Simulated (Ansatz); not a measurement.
Consider CdTe in the zinc blende structure (space group F-43m, No. 216; a = 6.558 Å). Axes: x, y, z lie along the cube axes.

Level of theory: r2SCAN (Ansatz, a program for electronic structure; PAW; 500 eV plane waves; without spin-orbit coupling).

Strains are applied to the cell and any free atomic positions relax; under biaxial strain the out-of-plane vector relaxes too; under stress the whole cell relaxes.

One change was made to it. Results:

```json
[
 {"quantity": "energy relative to the base (free energy F)", "base": "0 meV/atom", "after": "+1.0 meV/atom"},
 {"quantity": "volume per atom", "base": "35.25 Å³", "after": "35.39 Å³"},
 {"quantity": "gap character", "base": "direct at Γ", "after": "direct at Γ"}
]
```

Problem. What was done to the base?
A. tensor shear ε_xy = +1.19 %
B. uniaxial stress, 0.5 GPa tension along x
C. biaxial strain +0.79 %, plane normal [110], relaxed out of plane
D. strain tensor (xx, yy, zz, yz, xz, xy) = (−0.78, +0.04, +0.87, +0.51, +0.16, −0.32) %

Solution. B, uniaxial stress, 0.5 GPa tension along x. For comparison, the volume per atom in the other runs: tensor shear ε_xy = +1.19 % gives 35.24 Å³; strain tensor (xx, yy, zz, yz, xz, xy) = (−0.78, +0.04, +0.87, +0.51, +0.16, −0.32) % gives 35.29 Å³; biaxial strain +0.79 %, plane normal [110], relaxed out of plane gives 35.56 Å³.

A biaxial case was relaxed in a doubled cell and then solved in the primitive one. With Te present, leaving out spin-orbit coupling can change the band edges. Stability under load was not tested beyond the relaxation. Labels are those of the standard path for the cell's own space group.
